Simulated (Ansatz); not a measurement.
Base system: ZrO₂ in the fluorite structure (space group Fm-3m, No. 225).

```
CELL_PARAMETERS angstrom
      0.00000     2.55794     2.55794
      2.55794     0.00000     2.55794
      2.55794     2.55794     0.00000
ATOMIC_POSITIONS crystal
  Zr 0.00000 0.00000 0.00000
  O  0.25000 0.25000 0.25000
  O  0.75000 0.75000 0.75000
```

Cartesian axes are those of the cell as printed.

Level of theory: PBE (Ansatz, an electronic-structure program; PAW; 420 eV plane waves; no spin-orbit coupling), earlier PAW set.

Base values:

Band gap: 3.32 eV

It is then changed as follows: uniaxial stress, 0.5 GPa tension along x; all other stress components relax to zero.

What happens to the band gap?

The band gap shrinks by 0.01 eV to 3.31 eV.

Predict the new strain response.

The strain response (xx, yy, zz) amounts to (+0.10, −0.01, −0.01) %.

Predict the new energy relative to the base.

The energy hardly moves.

Stability under load was not tested beyond the relaxation. This is not the structure that ZrO2 has at room temperature and ambient pressure.
